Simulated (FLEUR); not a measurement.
Input and output of a self-consistent single point for LaNi2B2C (I4/mmm, 6 atoms in the cell) (FLEUR).

Level of theory: PBEsol, all-electron FLAPW (FLEUR), scalar-relativistic valence.

```xyz
6
Lattice="-1.8892 1.8892 4.9092 1.8892 -1.8892 4.9092 1.8892 1.8892 -4.9092" Properties=species:S:1:pos:R:3 pbc="T T T"
La     0.0000     0.0000     0.0000
Ni     0.0000     1.8892     2.4546
Ni     1.8892     0.0000     2.4546
B      0.0000     0.0000     3.4181
B      0.0000     0.0000     6.4003
C      0.0000     0.0000     4.9092
```

Reference input (self-consistent single point, DFT, LDA (Perdew-Zunger), all-electron FLAPW (FLEUR), scalar-relativistic valence): Kmax = 4.6 1/bohr; GmaxXC = 18.4 1/bohr; xcFunctional = pz; jspins = 1; l_soc = F; mode = hist; fermiSmearingEnergy = 0.00367493 Htr; mesh (inpgen div1-3) = 8 8 8; inpgen gamma flag = true; Gmax = 18.4 1/bohr; numbands = 0; maxIterBroyd = 15. This run's input differs from it in these lines:

```diff
@@ -18,3 +18,3 @@
 &comp jspins=1 /
-&exco xctyp='pz' /
+&exco xctyp='PBEs' /
 &kpt div1=8 div2=8 div3=8 gamma=t /
@@ -31,3 +31,3 @@
       <coreElectrons ctail="T" frcor="F" kcrel="0" coretail_lmax="0"/>
-      <xcFunctional name="pz" relativisticCorrections="F"/>
+      <xcFunctional name="PBEs" relativisticCorrections="F"/>
       <magnetism jspins="1"/>
```

Log, with long lists cut:

```
 Iteration:     1   Distance:      15.47151347 me/bohr^3
 Iteration:     2   Distance:      13.70805232 me/bohr^3
 Iteration:     3   Distance:       8.44108300 me/bohr^3
 Iteration:     4   Distance:       7.04907619 me/bohr^3
 Iteration:     5   Distance:       4.85518766 me/bohr^3
   [... 14 lines left out ...]
 Iteration:    20   Distance:       0.00003097 me/bohr^3
 Iteration:    21   Distance:       0.00001052 me/bohr^3
 Iteration:    22   Distance:       0.00001535 me/bohr^3
 Iteration:    23   Distance:       0.00000116 me/bohr^3
 Reset of history
 Run finished successfully
 Stop message:
   Structural relaxation: new displacements generated

[file out, last iteration]
             iter=     24
[...]
          total density-effective poten   -1.9272209118E+04
          total charge density-energy d   -3.3864420690E+02
 Updated energy parameters for spin:           1
[...]
 fermi energy and band-weighting factors:
    0.685171

[...]
FERMIE:
          first approx. to ef    (T=0)  :   0.437544 htr   (energy of the highest occ. eigenvalue)
          number of occ. states  (T=0)  :       1567
          first approx. to seigv (T=0)  : -15.109521 htr
          sum of weights of occ. states :  26.523438
          sum of semicore charge        :   0.000000 e
FERHIS:  Fermi-Energy by histogram:
          bandgap                     :   0.000717 htr
   [... lines left out ...]
          charge neutrality (T=0)     :   0.046875    (zero if the highest occ. eigenvalue is "entirely" occupied)
     EF_NEWTON:  Adjust Fermi-Energy by Newton-Method.
 Direct bandgap for spin            1 :    4.3168952577632425E-003  Htr
 ---->    free energy=                    -11621.0176851065 htr
   [... lines left out ...]
 TOTAL FORCE FOR ATOM TYPE=  2  X=  3.570   Y=  0.000   Z= -4.639
                       FX_TOT= 0.000000 FY_TOT= 0.000000 FZ_TOT= 0.000000
 TOTAL FORCE FOR ATOM TYPE=  3  X=  0.000   Y=  0.000   Z=  6.459
                       FX_TOT= 0.000000 FY_TOT= 0.000000 FZ_TOT=-0.003191
 TOTAL FORCE FOR ATOM TYPE=  4  X=  0.000   Y=  0.000   Z=  9.277
                       FX_TOT= 0.000000 FY_TOT= 0.000000 FZ_TOT= 0.000000
```

The run converged in 23 iterations. FLEUR gives forces in its relaxation mode, with a further iteration, so its stop message speaks of a relaxation. Against the reference run the largest force goes from 0.078 to 0.164 eV/Å.

The starting cell comes from a database of computed structures (which also holds hypothetical and non-ambient phases and stackings), without a prior relaxation at this level. Spin polarisation is off. Values depend on the basis (sphere radii, cutoffs, local orbitals), which need not be converged. The log's line on a gap gives a spacing of levels on this mesh, which the program prints for metals too.

Cost on one core of a shared machine: roughly 7 min.
